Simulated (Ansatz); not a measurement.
## HfSi2: pressure series

The reference is HfSi2 (space group Cmcm, No. 63; a = 3.6825 Å, b = 14.5985 Å, c = 3.6583 Å).

Cell and atoms are relaxed at each pressure.

The values are results of Ansatz (a first-principles code), PBE, PAW, cutoff 420 eV, spin-orbit coupling left out, earlier PAW set, not measurements.

Notes on the quantities. enthalpy: H = E + PV relative to the base's energy.

```tsv
case	enthalpy	density	shortest interatomic distance
base	–	7.93 g/cm³	242.1 pm
pressure −2 GPa	-0.21 eV/atom	7.80 g/cm³	242.8 pm
pressure −1 GPa	-0.10 eV/atom	7.86 g/cm³	242.4 pm
pressure 3 GPa	+0.30 eV/atom	8.11 g/cm³	241.2 pm
pressure 7 GPa	+0.70 eV/atom	8.33 g/cm³	240.1 pm
pressure 15 GPa	+1.46 eV/atom	8.74 g/cm³	238.3 pm
pressure 30 GPa	+2.80 eV/atom	9.39 g/cm³	236.1 pm
pressure 50 GPa	+4.46 eV/atom	10.13 g/cm³	234.2 pm
pressure 75 GPa	+6.38 eV/atom	10.90 g/cm³	232.4 pm
pressure 100 GPa	+8.19 eV/atom	11.56 g/cm³	230.8 pm
```

Load acts through the strain it causes; cell and atoms are relaxed under it. Stability against distortions was not tested. Competing high-pressure phases were not computed. All final runs are without spin polarisation.
